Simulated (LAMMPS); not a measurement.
MD of SiC (zinc blende) at zero pressure, 512 atoms, as a liquid; each row is its own run.

Model: classical MD, pair style meam, file SiC.meam, run in LAMMPS.

| T (K) | D(C) (cm²/s) |
|---|---|
| 2900 | 9.20e-6 |
| 3190 | 1.56e-5 |
| 3620 | 3.56e-5 |
| 4060 | 6.46e-5 |
| 4640 | 0.000111 |

Q: Fit an Arrhenius law, ln y = a + b / x, to these rows (x is the first column, y the second) and predict the run at x = 3770.

A: Least squares gives a = -4.8385 and b = -19670. The slope times kB gives an activation energy of 1.70 eV. At x = 3770 the fit predicts 4.29e-5 cm²/s. The run itself gave (4.2 ± 0.2) × 10^-5 cm²/s, so the fit is 1.4 % high, within the run's error.

Caution: at ambient pressure real SiC sublimes or decomposes before or as it melts, so this liquid is the model's.

Caution (rows 2900; 3190): this liquid lies under the melting point of about 3560 K that MEAM SiC.meam gives, so it is undercooled.

Caution (row 3190): enthalpy drifts during the constant-pressure average: a transition or slow ageing; fluctuation values are void.

Errors of D are the spread over four groups of atoms in one short run; a floor of about 5 %, a picked value, is safer.
